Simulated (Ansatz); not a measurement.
Defect migration in beta Si3N4: N vacancy, charge state +1. All values below come from PBE, PAW (plane waves to 420 eV; Ansatz, an electronic-structure program).

84-site cell at the relaxed PBE lattice, the Γ point alone, smearing 0.01 eV, spin-restricted, no finite-size correction. Static, classical nuclei. The charge state is imposed; whether it is stable for some Fermi level was not computed. Forms of the defect that were not tried may lie lower. The order of the sites in energy changes with the mesh.

Barriers: single points on a 2×2×2 k-point mesh shifted by half a step along c at the bands' geometries (they differ from the bands' own by up to 0.21 eV, and are uncertain by about as much).

The step: one N atom jumps into the vacancy from a nearby N site (strongly reconstructed ends). Atoms about the jump, Cartesian Å from the middle of the jump, before and after:

| atom | x0 | y0 | z0 | x1 | y1 | z1 |
|---|---|---|---|---|---|---|
| N1 | 1.22 | -0.11 | 0.73 | -1.22 | 0.11 | -0.73 |
| Si2 | 0.41 | -0.57 | -0.73 | 0.39 | -0.58 | -0.62 |
| Si3 | -1.39 | 1.82 | -0.73 | -1.42 | 1.83 | -0.73 |
| Si4 | 0.41 | -0.59 | 2.20 | 0.39 | -0.58 | 2.09 |
| N5 | -1.19 | 0.10 | 2.15 | -1.22 | 0.11 | 2.20 |
| Si6 | -2.60 | -0.95 | -0.73 | -2.61 | -0.94 | -0.73 |
| N7 | 0.19 | 2.52 | -0.73 | 0.21 | 2.50 | -0.72 |
| N8 | 0.23 | -2.30 | -0.73 | 0.22 | -2.32 | -0.71 |
| Si9 | -1.39 | 1.84 | 2.20 | -1.42 | 1.83 | 2.20 |
| N10 | -2.22 | 2.30 | 0.71 | -2.22 | 2.35 | 0.73 |
| N11 | 1.22 | -0.11 | -2.19 | 1.25 | -0.14 | -2.14 |
| N12 | -2.58 | -1.88 | 0.73 | -2.64 | -1.89 | 0.73 |
| N13 | 0.25 | -2.34 | 2.19 | 0.22 | -2.32 | 2.18 |
| N14 | 0.19 | 2.56 | 2.20 | 0.21 | 2.50 | 2.19 |
| Si15 | 1.04 | 3.00 | 0.74 | 1.03 | 2.96 | 0.73 |
| Si16 | -2.60 | -0.94 | 2.20 | -2.61 | -0.94 | 2.20 |

Q: Give the saddle-point geometry and the barrier.

A: 
```
atom      x      y      z
----  -----  -----  -----
N1    -0.30   0.08   0.17
Si2    0.84  -0.78  -0.72
Si3   -1.33   1.61  -0.63
Si4    0.22  -0.55   2.01
N5    -1.33   0.11   2.45
Si6   -2.60  -0.88  -0.68
N7     0.17   2.57  -0.77
N8     0.37  -2.42  -0.76
Si9   -1.44   1.82   2.25
N10   -2.22   2.23   0.76
N11    1.36  -0.20  -2.27
N12   -2.63  -1.86   0.77
N13    0.21  -2.32   2.13
N14    0.19   2.50   2.17
Si15   0.99   2.97   0.70
Si16  -2.68  -0.94   2.26
```
It lies 5.11 eV above the start and 4.94 eV above the end. The saddle point's order was not checked.
